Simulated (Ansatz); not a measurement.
Data:

```xyz
6
Lattice="4.5481 0.0000 0.0000 0.0000 4.5481 0.0000 0.0000 0.0000 2.8996" Properties=species:S:1:pos:R:3 pbc="T T T"
Ti     0.0000     0.0000     0.0000
Ti     2.2740     2.2740     1.4498
O      1.3812     1.3812     0.0000
O      3.6552     0.8929     1.4498
O      0.8929     3.6552     1.4498
O      3.1669     3.1669     0.0000
```

No spin polarisation.

Computed with Kohn–Sham DFT with the LDA functional, run in Ansatz (a quantum-chemistry and plane-wave program) with PAW and 420 eV plane waves, no spin-orbit coupling. Settings: 7×7×11 k-points, 0.05 eV Fermi–Dirac smearing.

Problem. Estimate the gap character.

Solution. Direct at Γ.

Problem. Predict the stress (xx, yy, zz, yz, xz, xy; compression positive).

Solution. (1.06, 1.06, 3.22, 0.00, 0.00, 0.00) GPa.

Problem. What band gap does the calculation give?

Solution. 1.87 eV.

The cells carry an imposed strain or load. Whether these cells are dynamically stable was not tested. The final runs are not spin-polarised. The cell was made from TiO2 in the rutile structure (space group P4_2/mnm, No. 136) by this change: uniaxial strain ε_zz = −0.60 %.
